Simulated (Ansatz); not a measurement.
**Point defect Cl interstitial in rock-salt NaCl**

Level of theory: PBE, PAW (plane waves to 420 eV; Ansatz, a first-principles code). A supercell of 64 sites (2×2×2 repeats of a cell of 8 atoms) was used; the energies come from a 2×2×2 shifted sampling of its zone. Site at the start: void with 4Cl4Na nearest. Energies of charged states are corrected for periodic images (point charge plus alignment at distant sites). Dielectric constants: PBE linear response of the host. Host gap at this level: 4.99 eV. Finite-size and sampling errors can reach tenths of an eV here. PBE underestimates the host's gap, which shifts levels and can delocalise carriers. Spin–orbit coupling is left out. Each state is the lowest found from its start.

Formation energies E_f are given with the Fermi level at the valence-band maximum. Chemical conditions: Cl-rich (Δμ(Cl) = 0.00 eV; only phases computed here count, gases as isolated molecules at 0 K); Na-rich (Δμ(Cl) = -3.70 eV; only phases computed here count, gases as isolated molecules at 0 K). Reference phases: Cl: Cl2 molecule in a box.

In at least one state atoms left their starting sites on relaxation (a large move, or an atom on the emptied site), so the name describes the start.

The name describes the start; the neighbours show where the atoms ended.

Charges with a result: +1, 0, −1. Others weren't obtained, and one of them could lie lower, also by skipping a charge.

```csv
charge,moment (μB),point group,largest move off a lattice site (Å),neighbours of the last Cl atom of the defect at the end (Å),image correction with alignment (eV),"E_f, Cl-rich (eV)","E_f, Na-rich (eV)"
+1,not spin-polarised,D2h,2.01,"Cl 2.28, Na 2.78, Na 2.78, Na 2.98, Na 2.99, Na 3.46, Na 3.46",0.41,0.48,4.17
0,1.0,D3d,1.24,"Cl 2.50, Na 2.59, Na 2.59, Na 2.59, Cl 3.28, Cl 3.28, Cl 3.28",0.00,1.75,5.44
−1,not spin-polarised,near Td,0.65,"Na 2.54, Na 2.54, Na 2.55, Na 2.55",0.10,3.56,7.25
```

Point groups are those of the whole cell at tolerances of 0.03 and 0.1 Å ("near" where only the looser one holds); none is given for unsettled states.

Transition levels above the valence-band maximum: ε(+1/0) = 1.27 eV; ε(0/−1) = 1.81 eV. On the lower envelope of the bound states, inside the gap: (+1/0) at 1.27 eV; (0/−1) at 1.81 eV.

Flagged in the runs: a strain field that reaches the edge of the cell.
